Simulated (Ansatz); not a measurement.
Ansatz (a quantum-chemistry and plane-wave program), DFT, PBEsol, plane waves, its default PAW files: Au (from the phase in space group 2, mp-1238808), 2 atoms. Basis and mesh were picked for this test and aren't claimed converged.

```yaml
cell: 2.82, 2.82, 5.19 Å; 103.1, 102.7, 90.3°
task: single point
k mesh: 8×8×6
hamiltonian.xc: pbesol
kind_of_files: paw
scf.occupations.method: fermi_dirac
scf.occupations.width: 0.1 eV
output.forces: true
binding of workers (--pin): off
k-point pools (--kpoint-pools): 1
memory maximum (--max-ram): 8GiB
accuracy: medium (default)
basis.precision: auto (default)
basis.xc_grid: 2 (default)
scf.mixing.algorithm: auto (default)
scf.mixing.preconditioner: auto (default)
scf.convergence.dr2_threshold: 1e-07 (default)
scf.lower_state_search: light (default)
k-points after symmetry: 196
bands_at_the_start: 23
electrons: 38
plane waves at Γ: 769
cutoff (eV): 420
FFT grid: 20×20×36
symmetry_operations: 2
```

One run each.

All on 4 threads. Base settings, kept where nothing else is said: scf.eigensolver.kind = auto (default), scf.eigensolver.mixed_precision = false (default), scf.eigensolver.cushion = auto (default), scf.eigensolver.full_accuracy = false (default), scf.algorithm = auto (default) (scf.eigensolver.max_subspace_factor, scf.eigensolver.real_solve not set). The settings tried:
- scf.algorithm = density_mixing
- scf.eigensolver.mixed_precision = true
- scf.eigensolver.real_solve = false
- scf.eigensolver.kind = davidson, scf.eigensolver.max_subspace_factor = 2
- scf.eigensolver.kind = davidson, scf.eigensolver.cushion = true
- the base settings
- scf.eigensolver.kind = davidson, scf.eigensolver.mixed_precision = true
- scf.eigensolver.kind = davidson
- scf.algorithm = direct_min
- scf.eigensolver.kind = davidson, scf.eigensolver.max_subspace_factor = 6
- scf.eigensolver.full_accuracy = true

Problem. Predict which of these converge in the fewest applications of H to a band.

Solution. Fewest applications of H to a band, with those close behind: scf.eigensolver.real_solve = false (68088); the base settings (69173); scf.algorithm = density_mixing (69173). Most among those that reach the base run's result: scf.algorithm = direct_min (181478). All converged. In the base run the program took: scf.mixing.algorithm MSR1, scf.eigensolver.kind band_cg, --slots 4.

```csv
setting,applications of H to a band,SCF iterations,end
scf.eigensolver.real_solve = false,68088,7,converged
the base settings,69173,7,converged
scf.algorithm = density_mixing,69173,7,converged
"scf.eigensolver.kind = davidson, scf.eigensolver.max_subspace_factor = 6",91818,7,converged
scf.eigensolver.kind = davidson,91952,7,converged
"scf.eigensolver.kind = davidson, scf.eigensolver.max_subspace_factor = 2",95181,7,converged
"scf.eigensolver.kind = davidson, scf.eigensolver.mixed_precision = true",99430,7,converged
scf.eigensolver.mixed_precision = true,99430,7,converged
"scf.eigensolver.kind = davidson, scf.eigensolver.cushion = true",100103,7,converged
scf.eigensolver.full_accuracy = true,140615,6,converged
scf.algorithm = direct_min,181478,5,converged
```

An iteration's cost differs between solvers, so these counts don't give the time.

Keys are those of Ansatz 0.2.
